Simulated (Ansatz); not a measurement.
The starting structures come from a database of crystals and need not be the phases stable at ambient conditions.

Evanescent states of Cu$_{4}$SnP$_{10}$ (R3m, not sure to be the ambient phase, 15 atoms a cell, 18.0 Å³ an atom) along the normal of (001)

All values below come from r2SCAN (plane waves, PAW; Ansatz, a program for electronic structure).

The gap is the functional's own. No spin-orbit coupling. Mid-gap values are interpolated on the energy grid.

Energies count from the valence-band top; κ is the least over a 6×6 mesh across the current.

| E (eV) | κ (1/Å) | where |
|---|---|---|
| 0.03 | 0.062 | Γ |
| 0.07 | 0.093 | Γ |
| 0.12 | 0.103 | Γ |
| 0.17 | 0.113 | Γ |
| 0.23 | 0.110 | Γ |
| 0.28 | 0.103 | Γ |
| 0.33 | 0.094 | Γ |
| 0.38 | 0.085 | Γ |
| 0.42 | 0.073 | Γ |
| 0.47 | 0.058 | Γ |
| 0.53 | 0.036 | Γ |

How thick must the barrier be to attenuate the transmission by 10^8 when the electrodes' Fermi level lies at 0.33 eV, and what attenuation does that film give at 0.47 eV?

d = 8 ln 10 / (2 × 0.094) = 98.0 Å. At 0.47 eV it gives 8 × 0.058/0.094 = 4.9 decades.
